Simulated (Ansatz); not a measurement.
## Several settings converged on NbH2 (I4mm, 3 atoms in the cell)

```
NbH2
1.0
    0.00000     2.29598     2.29598
    2.29598     0.00000     2.29598
    2.29598     2.29598     0.00000
Nb H
1 2
Direct
  0.01089   0.01089   0.98911
  0.25000   0.25000   0.25000
  0.75000   0.75000   0.75000
```

Base method: PBEsol, default PAW files made with PBE (plane waves; Ansatz, a first-principles code).

Base settings: basis.ecutwfc = 420 eV; kpoints.mp_grid.grid = 12 12 12; hamiltonian.xc = pbesol; hamiltonian.pseudopotentials = {kind: paw} (the program's default PAW files); scf.occupations.method = gaussian; scf.occupations.width = 0.1 eV.

The count of work is k-points × plane waves × bands × iterations; it is no time. 

**The cutoff for other potential files**

Level: DFT, PBEsol, plane waves, harder PAW files (source: ansatz) made with PBE.

In this ladder: hamiltonian.pseudopotentials = {kind: paw, source: ansatz}.

The second cell is the first with its lattice scaled by 0.98.

The mesh stays at the base's, so the ladder's end is converged at best in this setting alone.

Only quantities that move along the ladder and can be compared are tabulated.

| basis.ecutwfc | free energy less the last step's (meV/atom) | energy of the compressed cell less the first (meV/atom) | pressure without the Pulay estimate (GPa) | largest difference of a force vector from the last step's (eV/Å) | count of work / last |
|---|---|---|---|---|---|
| 360 eV | 245.40 | -8.25 | -31.27 | 0.019 | 0.096 |
| 440 eV | 47.59 | -8.92 | -14.06 | 0.004 | 0.15 |
| 560 eV | 3.92 | -9.35 | -8.86 | 0.000 | 0.21 |
| 680 eV | 0.58 | -9.40 | -8.37 | 0.000 | 0.27 |
| 800 eV | 0.24 | -9.41 | -8.32 | 0.000 | 0.35 |
| 960 eV | 0.17 | -9.41 | -8.32 | 0.000 | 0.46 |
| 1200 eV | 0.07 | -9.42 | -8.32 | 0.000 | 0.75 |
| 1600 eV | 0.00 | -9.42 | -8.31 | 0.000 | 1.0 |

Coarsest basis.ecutwfc that holds the free energy within 5 meV/atom of the last step, with all finer ones: 560 eV, at 0.21 of the last step's count of work; the step before is off by 48 meV/atom.

Coarsest basis.ecutwfc that holds the pressure without the Pulay estimate within 0.2 GPa of the last step, with all finer ones: 680 eV, at 0.27 of the last step's count of work; the step before is off by 0.55 GPa.

Coarsest basis.ecutwfc that holds the energy of the compressed cell less the first within 1 meV/atom of the last step, with all finer ones: 440 eV, at 0.15 of the last step's count of work; the step before is off by 1.2 meV/atom.

The energy difference between the two cells stays within 1 meV/atom of the last step's from 440 eV on, the total only from 680 eV on: much of the error is common to both cells and cancels.

At the lowest cutoff the pressure without the Pulay estimate lies 23.0 GPa under the last step's, the usual sign of Pulay stress in an incomplete plane-wave basis.

**The relaxed cell against the cutoff**

On NbH₂ (Fm-3m, 3 atoms in the cell): atoms on their sites.

In this ladder: relax = cell and atoms.

The mesh stays at the base's, so the ladder's end is converged at best in this setting alone.

Only quantities that move along the ladder and can be compared are tabulated.

```tsv
basis.ecutwfc	relaxed volume (Å³/atom)	relaxation steps
210 eV	7.508	13
250 eV	7.622	13
295 eV	7.704	10
355 eV	7.691	7
420 eV	7.688	5
505 eV	7.685	5
630 eV	7.685	5
840 eV	7.685	5
```

Coarsest basis.ecutwfc that holds the relaxed volume within 0.008 Å³/atom of the last step, with all finer ones: 355 eV; the step before is off by 0.020 Å³/atom.

At the lowest cutoff the cell relaxes to a volume 2.3 % smaller than at the highest. Ansatz relaxes on a stress corrected for the finite basis.

On the base run: the starting cell comes from a database of computed structures (which also holds hypothetical and non-ambient phases and stackings), without a prior relaxation at this level. Its lattice was rescaled by up to half a per cent. One atom was moved a little off its site on purpose. Spin polarisation is off.

Keys are those of Ansatz 0.2.
